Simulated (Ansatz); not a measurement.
The starting structures come from a database of crystals and need not be the phases stable at ambient conditions.

 Where the default PAW files enter, the runs use the earlier of Ansatz's two default sets.

The decay constant κ of evanescent states in the gap governs leakage through a thin film.

```xyz
10
Lattice="5.7280 0.0000 0.0000 0.0000 8.2659 0.0000 2.8640 4.1329 2.8640" Properties=species:S:1:pos:R:3 pbc="T T T"
Sr     2.8640     2.0665     0.0000
Sr     5.7280    10.3323     2.8640
Hf     0.0000     4.1329     0.0000
Hf     0.0000     0.0000     0.0000
O      1.7275     8.2659     1.1365
O      6.8645     4.1329     1.7275
O      4.5915     8.2659     1.7275
O      4.0005     4.1329     1.1365
O      0.0000     2.0665     0.0000
O      0.0000     6.1994     0.0000
```

Space group of this cell: I4/mcm. The cell is taken as given.

Transport runs along the normal of the first two printed cell vectors, the (100) plane of the conventional cell.

The gap is the functional's own, uncorrected, and κ follows it; spin-orbit coupling is left out. Mid-gap values are interpolated between the computed energies.

Give the band gap and the smallest decay constant κ at mid-gap that PBEsol (Ansatz, a program for electronic structure) yields.

Gap 4.07 eV on a 10×10×10 mesh; κ = 0.306 1/Å, at the zone centre.
